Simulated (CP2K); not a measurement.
## A self-consistent single point of Te₂Mo (P2_1/c, 12 atoms in the cell) with CP2K

Level of theory: LDA (Pade form), GPW, DZVP-MOLOPT-SR-GTH basis, GTH-PADE potentials (GTH_POTENTIALS) in CP2K 2026.2.

Input:

```
&GLOBAL
  PROJECT run
  RUN_TYPE ENERGY_FORCE
  PRINT_LEVEL MEDIUM
&END GLOBAL
&FORCE_EVAL
  METHOD Quickstep
  STRESS_TENSOR ANALYTICAL
  &DFT
    BASIS_SET_FILE_NAME BASIS_MOLOPT
    POTENTIAL_FILE_NAME GTH_POTENTIALS
    &QS
      METHOD GPW
      EPS_DEFAULT 1E-10
    &END QS
    &MGRID
      CUTOFF 500
      REL_CUTOFF 50
      NGRIDS 5
    &END MGRID
    &SCF
      SCF_GUESS ATOMIC
      EPS_SCF 1E-7
      MAX_SCF 100
      ADDED_MOS 17
      &DIAGONALIZATION
        ALGORITHM STANDARD
      &END DIAGONALIZATION
      &MIXING
        METHOD BROYDEN_MIXING
        ALPHA 0.2
        NBUFFER 8
      &END MIXING
      &SMEAR ON
        METHOD MARZARI_VANDERBILT
        SIGMA [eV] 0.05
      &END SMEAR
    &END SCF
    &KPOINTS
      SCHEME MONKHORST-PACK 3 3 3
    &END KPOINTS
    &XC
      &XC_FUNCTIONAL PADE
      &END XC_FUNCTIONAL
    &END XC
    &PRINT
      &MO
        EIGENVALUES T
        OCCUPATION_NUMBERS T
        NDIGITS 8
        FILENAME mo
        &EACH
          QS_SCF 0
        &END EACH
        ADD_LAST NUMERIC
      &END MO
      &MULLIKEN ON
      &END MULLIKEN
    &END PRINT
  &END DFT
  &SUBSYS
    &CELL
      A 7.16905700 0.00000000 0.00000000
      B 0.00000000 7.25410300 0.00000000
      C -1.18714300 0.00000000 7.30540100
      PERIODIC XYZ
    &END CELL
    &COORD
      Mo       1.72707641     0.28653707     1.52171503
      Mo       4.84840909     3.91358857     2.13098547
      Mo       4.25483759     6.96756593     5.78368597
      Mo       1.13350491     3.34051443     5.17441553
      Te       0.09262580     2.40618597     2.51817172
      Te       6.48285970     6.03323747     1.13452878
      Te       5.88928820     4.84791703     4.78722928
      Te      -0.50094570     1.22086553     6.17087222
      Te       2.65432910     5.49063056     3.50074816
      Te       3.92115640     1.86357906     0.15195234
      Te       3.32758490     1.76347244     3.80465284
      Te       2.06075760     5.39052394     7.15344866
    &END COORD
    &KIND Mo
      BASIS_SET DZVP-MOLOPT-SR-GTH
      POTENTIAL GTH-PADE-q14
    &END KIND
    &KIND Te
      BASIS_SET DZVP-MOLOPT-SR-GTH
      POTENTIAL GTH-PADE-q6
    &END KIND
  &END SUBSYS
  &PRINT
    &FORCES ON
    &END FORCES
    &STRESS_TENSOR ON
    &END STRESS_TENSOR
  &END PRINT
&END FORCE_EVAL
```

Log, with long lists cut:

```
 GLOBAL| Method name                                                        CP2K
 GLOBAL| Project name                                                        run
 GLOBAL| Run type                                                   ENERGY_FORCE

 CELL| Volume [angstrom^3]:                                           379.917948
 CELL| Vector a [angstrom]:       7.169     0.000     0.000   |a| =     7.169057
 CELL| Vector b [angstrom]:       0.000     7.254     0.000   |b| =     7.254103
 CELL| Vector c [angstrom]:      -1.187     0.000     7.305   |c| =     7.401229
 CELL| Angle (b,c), alpha [degree]:                                    90.000000
 CELL| Angle (a,c), beta  [degree]:                                    99.230003
 CELL| Angle (a,b), gamma [degree]:                                    90.000000
 CELL| Numerically orthorhombic:                                              NO
 CELL| Periodicity                                                           XYZ

 DFT| Spin restricted Kohn-Sham (RKS) calculation                            RKS
 DFT| Multiplicity                                                             1
 DFT| Number of spin states                                                    1
 DFT| Charge                                                                   0
 DFT| XC density smoothing                                                  NONE
 DFT| XC derivatives                                                          PW

 QS| Method:                                                                 GPW
 QS| Density plane wave grid type                        NON-SPHERICAL FULLSPACE
 QS| Number of grid levels:                                                    5
 QS| Density cutoff [a.u.]:                                                250.0
 QS| Multi grid cutoff [a.u.]: 1) grid level                               250.0
   [... lines left out ...]
 BRILLOUIN| Wavefunction type                                            COMPLEX
 BRILLOUIN| List of Kpoints [2 Pi/Bohr]                                       14
 BRILLOUIN| Number           Weight            X              Y              Z
 BRILLOUIN|     1           0.07407       -0.33333       -0.33333       -0.33333
 BRILLOUIN|     2           0.07407       -0.33333       -0.33333        0.00000
 BRILLOUIN|     3           0.07407       -0.33333       -0.33333        0.33333
   [... 11 lines left out ...]
 *******************************************************************************

 Extrapolation method: initial_guess

 Re-scaling the density matrix to get the right number of electrons
                  # Electrons              Trace(P)               Scaling factor
                          104               104.000                        1.000

 Number of electrons:                                                        104
 Number of occupied orbitals:                                                 52
 Number of molecular orbitals:                                                69

 Number of orbital functions:                                                208
 Number of independent orbital functions:                                    208
 SCF WAVEFUNCTION OPTIMIZATION

  Step     Update method      Time    Convergence         Total energy    Change
     1 NoMix/Diag. 0.20E+00      -     0.79024268      -338.5438288826 -3.39E+02
     2 Broy./Diag. 0.20E+00      -     0.35375888      -348.4399230104 -9.90E+00
     3 Broy./Diag. 0.20E+00      -     0.05004382      -339.5580042397  8.88E+00
     4 Broy./Diag. 0.20E+00      -     0.04340089      -339.1432044236  4.15E-01
     5 Broy./Diag. 0.20E+00      -     0.04808487      -337.7719882253  1.37E+00
     6 Broy./Diag. 0.20E+00      -     0.03455494      -338.7923556942 -1.02E+00
     7 Broy./Diag. 0.20E+00      -     0.00549108      -338.2273024854  5.65E-01
   [... 13 lines left out ...]
    21 Broy./Diag. 0.20E+00      -     0.00000254      -338.4711571826 -5.44E-06
    22 Broy./Diag. 0.20E+00      -     0.00000079      -338.4711643252 -7.14E-06
    23 Broy./Diag. 0.20E+00      -     0.00000048      -338.4711670664 -2.74E-06
    24 Broy./Diag. 0.20E+00      -     0.00000033      -338.4711694274 -2.36E-06
    25 Broy./Diag. 0.20E+00      -     0.00000009      -338.4711702577 -8.30E-07
  *** SCF run converged in    25 steps ***

  Electronic density on regular grids:       -103.9999999997        0.0000000003
  Core density on regular grids:              103.9999999842       -0.0000000158
  Total charge density on r-space grids:       -0.0000000156
  Total charge density g-space grids:          -0.0000000156

  Overlap energy of the core charge distribution:               0.00000000000649
  Self energy of the core charge distribution:               -655.62366489359488
  Core Hamiltonian energy:                                    144.57610564513783
  Hartree energy:                                             217.48420257116382
  Exchange-correlation energy:                                -44.90767720519955
  Smearing free energy correction:                             -0.00013637511959
  Fermi energy:                                                 0.19301118038801

  Total energy:                                              -338.47117025765141

                     Mulliken Population Analysis

 #  Atom  Element  Kind  Atomic population                           Net charge
       1     Mo       1         14.606736                             -0.606736
       2     Mo       1         14.606736                             -0.606736
       3     Mo       1         14.606736                             -0.606736
       4     Mo       1         14.606736                             -0.606736
       5     Te       2          5.662011                              0.337989
       6     Te       2          5.662011                              0.337989
       7     Te       2          5.662011                              0.337989
       8     Te       2          5.662011                              0.337989
       9     Te       2          5.731253                              0.268747
      10     Te       2          5.731253                              0.268747
      11     Te       2          5.731253                              0.268747
      12     Te       2          5.731253                              0.268747
 # Total charge                            104.000000                  0.000000

   [... lines left out ...]
 FORCES|      3  8.19062119E-03 -9.47040032E-03  1.08716643E-02   1.65821543E-02
 FORCES|      4 -8.19062358E-03 -9.47040476E-03 -1.08716628E-02   1.65821571E-02
 FORCES|      5  6.28727771E-03  3.11572803E-03  1.34534623E-02   1.51734396E-02
 FORCES|      6 -6.28727191E-03  3.11573258E-03 -1.34534636E-02   1.51734393E-02
 FORCES|      7 -6.28726830E-03 -3.11573120E-03 -1.34534625E-02   1.51734365E-02
 FORCES|      8  6.28727672E-03 -3.11572782E-03  1.34534677E-02   1.51734439E-02
 FORCES|      9  1.03592307E-02  1.45905997E-03  1.64108403E-03   1.05894133E-02
 FORCES|     10 -1.03592350E-02  1.45905745E-03 -1.64108856E-03   1.05894179E-02
 FORCES|     11 -1.03592277E-02 -1.45906294E-03 -1.64108581E-03   1.05894111E-02
 FORCES|     12  1.03592248E-02 -1.45906128E-03  1.64108791E-03   1.05894082E-02
 FORCES| Sum     2.94993197E-13  4.49796450E-14 -5.82700554E-13
 FORCES| Total atomic force                                       6.54663341E-13

 STRESS| Analytical stress tensor [bar]
 STRESS|                        x                   y                   z
 STRESS|      x       -1.33515504989E+05   5.11123400840E-04  -1.29085088680E+04
 STRESS|      y        5.11123400840E-04  -1.45984244582E+05   2.62629258178E-03
 STRESS|      z       -1.29085088680E+04   2.62629258178E-03  -1.40592057839E+05
 STRESS| 1/3 Trace                                            -1.40030602470E+05
```

The run converged in 25 iterations.

The starting cell was generated: these elements placed on a structure prototype, without a prior relaxation; it need not be a known phase or ordering of this composition. Spin polarisation is off. Values carry the incompleteness of an atom-centred basis. With a pressure of about -14 GPa the cell is away from its equilibrium volume at this level.

Cost on one core of a shared machine: roughly 4 min.
